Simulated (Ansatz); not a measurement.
Band structure of Se (P3_121, 3 atoms in the cell).

```
Se
1.0
    4.54716     0.00000     0.00000
   -2.27358     3.93796     0.00000
    0.00000     0.00000     5.02560
Se
3
Direct
  0.21789   0.00000   0.33333
  0.00000   0.21789   0.66667
  0.78211   0.78211   0.00000
```

Level of theory: PBE, PAW files (plane waves; Ansatz, a first-principles code).

Settings: kpoints.mp_grid.grid = 7 7 6; hamiltonian.xc = pbe; hamiltonian.pseudopotentials = {kind: paw} (the program's default PAW files); scf.occupations.method = fixed; kpoints.band_path.npoints = 8.

The starting cell comes from a database of computed structures (which also holds hypothetical and non-ambient phases and stackings), without a prior relaxation at this level. Its lattice was rescaled by a random factor within 2.5 % of one.

Predict the gap along the standard path and the places of the band edges.

The gap along the path is 1.08 eV, from L to H; the smallest direct gap on it is 1.27 eV.

Levels in eV from the top of the valence band on the path, bands 21 to 28:
```csv
point,21,22,23,24,25,26,27,28
Γ,-3.43,-1.86,-1.86,-0.31,1.96,1.96,2.30,5.86
M,-3.08,-2.56,-1.70,-0.85,2.03,2.44,3.83,5.71
K,-2.52,-2.52,-2.49,-1.26,2.91,2.91,3.57,6.09
A,-3.25,-1.32,-1.32,-0.92,1.38,1.39,1.39,6.57
L,-3.96,-1.55,-1.09,0.00,1.59,2.62,2.95,6.36
H,-4.46,-0.84,-0.23,-0.23,1.08,2.74,2.74,6.64
```

Keys are those of Ansatz 0.2.
